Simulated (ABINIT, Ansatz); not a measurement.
An ABINIT input for a self-consistent single point of CaZn2P2 (P-3m1, 5 atoms in the cell) (DFT, LDA (PW92), plane waves, PAW (JTH v2.0 LDA PAW)):

```
# Ca(ZnP)2, JTH v2.0 LDA PAW
pp_dirpath "./"
pseudos "Ca.LDA_PW-JTH.xml, Zn.LDA_PW-JTH.xml, P.LDA_PW-JTH.xml"
acell 4.0154297765 4.0154297765 6.8128800000 Angstrom
rprim
         1.0000000000    0.0000000129    0.0000000000
        -0.5000000112    0.8660253973    0.0000000000
         0.0000000000    0.0000000000    1.0000000000
natom 5
ntypat 3
znucl 20 30 15
typat 1 2 2 3 3
xcart
         0.0000000000    0.0000000000    0.0000000000
        -0.0000000566    4.3809699560    8.1531489972
         3.7940312468    2.1904850270    4.7213283228
         3.7940312468    2.1904850270    9.4788339268
        -0.0000000566    4.3809699560    3.3956433931
ecut 30
pawecutdg 60
pawxcdev 0
ixc 7
occopt 3
tsmear 0.00183747
nband 29
kptopt 1
ngkpt 8 8 4
nshiftk 1
shiftk 0 0 0
nstep 100
tolvrs 1.0e-12
prtwf 0
prtden 0
```

Question: Translate this input to Ansatz (a first-principles code).

Answer: One input that does it (others would too):

Ansatz 0.2 input:
```yaml
crystal:
  lattice:
    - [4.015430, 0.000000, 0.000000]
    - [-2.007715, 3.477464, 0.000000]
    - [0.000000, 0.000000, 6.812880]
  atoms:
    - { symbol: Ca, position_ang: [0.000000, 0.000000, 0.000000] }
    - { symbol: Zn, position_ang: [-0.000002, 2.318310, 4.314461] }
    - { symbol: Zn, position_ang: [2.007717, 1.159154, 2.498419] }
    - { symbol: P, position_ang: [2.007717, 1.159154, 5.015983] }
    - { symbol: P, position_ang: [-0.000002, 2.318310, 1.796897] }
basis:
  ecutwfc: 30.9 Ry
kpoints:
  mp_grid:
    grid: [8, 8, 4]
hamiltonian:
  xc: lda
  pseudopotentials:
    kind: paw
scf:
  occupations:
    method: fermi_dirac
    width: 0.0037 Ry
output:
  forces: true
  eigenvalues: true
  stress: true
```

Basis settings and potentials, where a program has them, do not carry over. This input uses DFT, LDA (PW92), plane waves, default PAW files made with PBE. LDA parametrisations can differ slightly between programs. The width in Ry is rounded to four decimals.

The starting cell comes from a database of computed structures (which also holds hypothetical and non-ambient phases and stackings), without a prior relaxation at this level.
